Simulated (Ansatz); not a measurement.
Input:

```
ZnCd5S6
1.0
    7.57457    -2.04448     0.00000
    7.57457     2.04448     0.00000
   -2.57587     0.00000     9.43239
Cd Zn S
5 1 6
Direct
  0.89101   0.89101   0.77574
  0.55612   0.55612   0.10604
  0.21848   0.21848   0.45231
  0.27522   0.27522   0.05000
  0.94797   0.94797   0.39226
  0.61194   0.61194   0.72386
  0.75664   0.75664   0.88915
  0.43005   0.43005   0.23283
  0.09740   0.09740   0.59061
  0.15355   0.15355   0.18506
  0.81862   0.81862   0.51248
  0.49340   0.49340   0.83926
```

No spin polarisation.

Method: r2SCAN (Ansatz, an electronic-structure program; PAW; 500 eV plane waves; without spin-orbit coupling). Settings: 8×8×4 k-points, 0.05 eV Fermi–Dirac smearing.

Q: Predict the valence-band top at Γ and band gap.

A: 
* **Valence-band top at Γ (three highest levels, from the VBM)**: 0.00, -0.04, -0.09 eV
* **Band gap**: 1.71 eV

These are small ordered cells, not random alloys; other orderings at the same x differ. No phonon test of stability was made. The cell was made from ZnS by this change: x(Cd) = 0.833, 12 atoms, Cm.
